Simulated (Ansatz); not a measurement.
Consider O vacancy in rock-salt CaO, charge state +2. Method: PBE, PAW (plane waves to 420 eV; Ansatz, a quantum-chemistry and plane-wave program).

64-site cell at the relaxed PBE lattice, the Γ point alone, smearing 0.01 eV, spin-restricted, no finite-size correction. Static, classical nuclei. The charge state is imposed; whether it is stable for some Fermi level was not computed. Forms of the defect that were not tried may lie lower.

Barriers: single points on a 2×2×2 k-point mesh shifted by half a step at the bands' geometries (they differ from the bands' own by up to 0.17 eV, and are uncertain by about as much).

The step: one O atom jumps into the vacancy from a nearby O site; the atom moves 3.28 Å along (0.00, 0.48, 0.48) of the unit cell; the moving atom starts with neighbours 2 Ca at 2.38, 2 Ca at 2.41, 2 Ca at 2.47 Å and ends with 2 Ca at 2.38, 2 Ca at 2.41, 2 Ca at 2.46 Å.

Task: Estimate the migration barrier of this step that PBE, PAW returns for this input.

Result: 1.77 eV, the same both ways. At the saddle the moving atom has neighbours 2 Ca at 2.07 Å. The saddle point's order was not checked, and it lies on a symmetry element of the cell, where a band can be held.
